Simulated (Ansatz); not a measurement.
Where the default PAW files enter, the runs use the earlier of Ansatz's two default sets.

## Evanescent states of RbCl (Fm-3m, rock salt, 2 atoms a cell, 36.2 Å³ an atom) along the normal of (110)

Computed with PBEsol (plane waves, PAW; Ansatz, a quantum-chemistry and plane-wave program).

The gap is the functional's own, uncorrected, and κ follows it; spin-orbit coupling is left out. Mid-gap values are interpolated between the computed energies.

Energies count from the valence-band top; κ is the least over a 6×6 mesh across the current.

| E (eV) | κ (1/Å) | where |
|---|---|---|
| 0.12 | 0.154 | Γ |
| 0.34 | 0.248 | Γ |
| 0.57 | 0.301 | Γ |
| 0.81 | 0.335 | Γ |
| 1.03 | 0.359 | Γ |
| 1.26 | 0.376 | Γ |
| 1.50 | 0.387 | Γ |
| 1.73 | 0.393 | Γ |
| 1.96 | 0.396 | Γ |
| 2.19 | 0.395 | Γ |
| 2.42 | 0.392 | Γ |
| 2.65 | 0.385 | Γ |
| 2.88 | 0.375 | Γ |
| 3.10 | 0.363 | Γ |
| 3.33 | 0.346 | Γ |
| 3.56 | 0.326 | Γ |
| 3.79 | 0.302 | Γ |
| 4.03 | 0.272 | Γ |
| 4.25 | 0.233 | Γ |
| 4.49 | 0.181 | Γ |
| 4.71 | 0.096 | Γ |

### Question
How thick must the barrier be to attenuate the transmission by 10^4 when the electrodes' Fermi level lies at 2.19 eV, and what attenuation does that film give at 2.42 eV?

### Answer
d = 4 ln 10 / (2 × 0.395) = 11.7 Å. At 2.42 eV it gives 4 × 0.392/0.395 = 4.0 decades.
